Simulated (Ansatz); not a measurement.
hcp Gd was calculated with PBE-D3(BJ) (Ansatz, a quantum-chemistry and plane-wave program, PAW).

Numerical settings: plane-wave cutoff 520 eV, 18×18×10 k mesh (along the axes of the cell as run), Fermi–Dirac smearing 0.05 eV, spin-polarised with parallel moments, scalar-relativistic PAW data made under PBE.

Cell (relaxed at this level):

```xyz
2
Lattice="1.7847 -3.0912 0.0000 1.7847 3.0912 0.0000 0.0000 0.0000 5.7087" Properties=species:S:1:pos:R:3 pbc="T T T"
Gd     1.7847     1.0304     1.4272
Gd     1.7847    -1.0304     4.2815
```
Starting moments (μB, in the order of the record's atoms Gd Gd): 7.0 7.0.

**Question.** Predict the bulk modulus B0, magnetic moment per atom (the cell's total over its atoms) and pressure derivative B′ of the bulk modulus.

**Answer.** 
bulk modulus B0: 35.6 GPa
magnetic moment per atom (the cell's total over its atoms): 7.64 μB
pressure derivative B′ of the bulk modulus: 2.8

The run finds no gap.

Measured, for comparison: bulk modulus 37.9 GPa (room temperature, no zero-point or thermal correction; as tabulated in Wikipedia's data pages). Computed (rounded) less measured: bulk modulus -6 %.

Note: the 4f shell is treated without U or exact exchange, so its levels and filling can be wrong; the collinear magnetic order is the start's and need not be the measured one; the bulk modulus comes from volumes at which shape and atoms were relaxed.

Moments are spin moments.

Spin–orbit coupling is not included.

The computed numbers hold no vibrational or temperature effects.

Cost on a shared machine: very roughly 16 core-minutes.
